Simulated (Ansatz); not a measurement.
An Ansatz (a first-principles code) input (DFT with PBEsol, PAW potentials and a 420 eV plane-wave cutoff in Ansatz, spin-orbit coupling left out):

Ansatz 0.2 input:
```yaml
crystal:
  lattice:
    - [6.0562624548, -2.0171143125, 0]
    - [6.0562624548, 2.0171143125, 0]
    - [-1.3707434413, 0, 5.004360872]
  atoms:
    - { symbol: Ni, position: [0, 0, 0] }
    - { symbol: Ni, position: [0.7841082142, 0.7841082142, 0.6640342219] }
    - { symbol: Ni, position: [0.2158917858, 0.2158917858, 0.3359657781] }
    - { symbol: Sn, position: [0.5724138805, 0.5724138805, 0.3129162711] }
    - { symbol: Sn, position: [0.4275861195, 0.4275861195, 0.6870837289] }
    - { symbol: Sn, position: [0.8287470137, 0.8287470137, 0.1888987224] }
    - { symbol: Sn, position: [0.1712529863, 0.1712529863, 0.8111012776] }
basis: { ecutwfc: 420, ecutrho_ratio: 4, xc_grid: 2, fft_grid_basis: typed }
kpoints: { mp_grid: { grid: [11, 11, 8] } }
hamiltonian:
  xc: pbesol
  dispersion: none
  pseudopotentials: { kind: paw }
scf: { occupations: { method: fermi_dirac, width: 0.05 }, convergence: { dr2_threshold: 0.0000000007 } }
output: { forces: true, stress: true }
checkpoint: { write: state.ck, write_every: 1000 }
```

Which symmetry and how many k-points will the program report, and about how many plane waves at Γ?

Space group C2/m (ITA 12) with 4 operations, k-points 270 of 968, and 2381 plane waves at Γ.

No phonon test of stability was made. All final runs are without spin polarisation. The cell was made from Ni$_{3}$Sn$_{4}$ (space group C2/m, No. 12; non-magnetic) by this change: non-magnetic.
